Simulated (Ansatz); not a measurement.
**HgS, pressure series**

Base system: HgS in the zinc blende structure (space group F-43m, No. 216; a = 5.876 Å).

Cell and atoms are relaxed at each pressure.

All numbers come from PBEsol/PAW in Ansatz (a quantum-chemistry and plane-wave program), no SOC.

Notes on the quantities. enthalpy: H = E + PV relative to the base's energy.

| case | enthalpy | shortest interatomic distance |
|---|---|---|
| base | – | 2.544 Å |
| pressure −2 GPa | -0.32 eV/atom | (withheld) |
| pressure −1 GPa | -0.16 eV/atom | 2.559 Å |
| pressure 0.9 GPa | +0.14 eV/atom | 2.532 Å |
| pressure 2.1 GPa | +0.33 eV/atom | 2.517 Å |
| pressure 4.5 GPa | +0.69 eV/atom | 2.491 Å |
| pressure 9 GPa | +1.34 eV/atom | 2.450 Å |
| pressure 15 GPa | +2.17 eV/atom | 2.408 Å |
| pressure 22.5 GPa | +3.14 eV/atom | 2.366 Å |
| pressure 30 GPa | +4.08 eV/atom | 2.332 Å |

Q: What belongs in the blanks?

A: 
- pressure −2 GPa, shortest interatomic distance: 2.575 Å

A case with no gap was solved on a k-mesh chosen for an insulator, which is coarse for it. Load acts through the strain it causes; cell and atoms are relaxed under it. No phonon test of stability was made. Tetrahedral semiconductors of this kind turn to denser phases somewhere between about 1 and 50 GPa; those were not computed, so compressed cells here can lie past the real transition. The final runs are not spin-polarised.
